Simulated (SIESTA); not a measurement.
SIESTA run on Pd (Fm-3m, 1 atom in the cell): self-consistent single point.

Level of theory: GGA PBE, numerical atomic orbitals DZP, PseudoDojo PBE standard norm-conserving potentials (rewritten from UPF to PSML) run with SIESTA.

The change in words: lattice scaled by 0.98. Reference geometry:
```
Pd
1.0
    0.00000     1.99195     1.99195
    1.99195     0.00000     1.99195
    1.99195     1.99195     0.00000
Pd
1
Direct
  0.00000   0.00000   0.00000
```
Moments meant for the start (each program seeds them in its own way; μB, in the order of the atoms Pd): 1.0.

Reference input (self-consistent single point, DFT, GGA PBE, numerical atomic orbitals DZP, PseudoDojo PBE standard norm-conserving potentials (rewritten from UPF to PSML)): XC.functional = GGA; XC.authors = PBE; potentials = PseudoDojo PBE standard; PAO.BasisSize = DZP; PAO.EnergyShift = 0.01 Ry; MeshCutoff = 400 Ry; kgrid.MonkhorstPack = 10 10 10; OccupationFunction = MP; OccupationMPOrder = 0; ElectronicTemperature = 0.272 eV; Spin = polarized; DM.InitSpin = [1 +1.00]. This run's input differs from it in these lines:

```diff
@@ -11,5 +11,5 @@
 %block LatticeVectors
-     0.000000000    3.764234285    3.764234285
-     3.764234285    0.000000000    3.764234285
-     3.764234285    3.764234285    0.000000000
+     0.000000000    3.688949486    3.688949486
+     3.688949486    0.000000000    3.688949486
+     3.688949486    3.688949486    0.000000000
 %endblock LatticeVectors
```

Output, abridged:

```
        iscf     Eharris(eV)        E_KS(eV)     FreeEng(eV)     dDmax    Ef(eV) dHmax(eV)
   scf:    1    -3680.451380    -3685.625333    -3685.683870  0.349832 -4.697834  2.658732
     spin moment: {S} , |S| = {        0.0        0.0    0.37065 }     0.37065
   scf:    2    -3685.792175    -3685.712335    -3685.770392  0.023135 -4.865873  2.007934
     spin moment: {S} , |S| = {        0.0        0.0    0.34700 }     0.34700
   scf:    3    -3685.879313    -3685.827515    -3685.883903  0.067506 -5.387019  0.253528
     spin moment: {S} , |S| = {        0.0        0.0    0.27827 }     0.27827
   [... lines left out ...]
     spin moment: {S} , |S| = {        0.0        0.0    0.03316 }     0.03316
   scf:   12    -3685.833373    -3685.833264    -3685.896225  0.001778 -5.454314  0.002036
     spin moment: {S} , |S| = {        0.0        0.0    0.00973 }     0.00973
   scf:   13    -3685.833285    -3685.833261    -3685.896232  0.000752 -5.454102  0.000059
     spin moment: {S} , |S| = {        0.0        0.0   -0.00022 }    -0.00022
   scf:   14    -3685.833261    -3685.833261    -3685.896232  0.000002 -5.454100  0.000055
     spin moment: {S} , |S| = {        0.0        0.0   -0.00020 }    -0.00020
SCF Convergence by DM+H criterion
max |DM_out - DM_in|         :     0.0000022050
max |H_out - H_in|      (eV) :     0.0000549677
SCF cycle converged after 14 iterations

Using DM_out to compute the final energy and forces

siesta: E_KS(eV) =            -3685.8333

siesta: E_KS - E_eggbox =     -3685.8333

siesta: Atomic forces (eV/Ang):
     1   -0.000000    0.000000   -0.000000
   Tot   -0.000000    0.000000   -0.000000
   Max    0.000000
   Res    0.000000    sqrt( Sum f_i^2 / 3N )
   Max    0.000000    constrained

Stress tensor Voigt[x,y,z,yz,xz,xy] (kbar):      -52.16      -52.16      -52.16       -0.17       -0.17       -0.17
(Free)E + p*V (eV/cell)    -3685.4119
Target enthalpy (eV/cell)    -3685.8962

siesta: Program's energy decomposition (eV):
siesta: FreeEng =     -3685.896232

siesta: Stress tensor (static) (eV/Ang**3):
   [... lines left out ...]
siesta: Cell volume =         14.877896 Ang**3
siesta:          52.15939982         52.15939982  kBar
   [... lines left out ...]
               4dz2    4dxz    4dx2-y2
   1  9.000   0.939   0.176   0.067   0.987   0.987   0.987   0.138   0.138
              0.138   0.794   0.794   0.815   0.794   0.815   0.077   0.077

              0.101   0.077   0.101

mulliken: Qtot =        9.000

Mulliken Atomic Populations:
Atom #   charge [q] valence [e]      Sz [e]  Species
     1    -0.000000   18.000000   -0.000195  Pd
 Total    -0.000000               -0.000195
```

The run converged in 14 iterations. Against the reference run the free energy falls by 4.9 meV/atom and the pressure goes from -6.35 to 5.22 GPa.

The starting cell comes from a database of computed structures (which also holds hypothetical and non-ambient phases and stackings), without a prior relaxation at this level. Its lattice was rescaled by a random factor within 2.5 % of one. For this run, on top of that: lattice scaled by 0.98. The starting moments vanished: the run ended non-magnetic. Values carry the incompleteness of an atom-centred basis. With a pressure of about 5 GPa the cell is away from its equilibrium volume at this level.
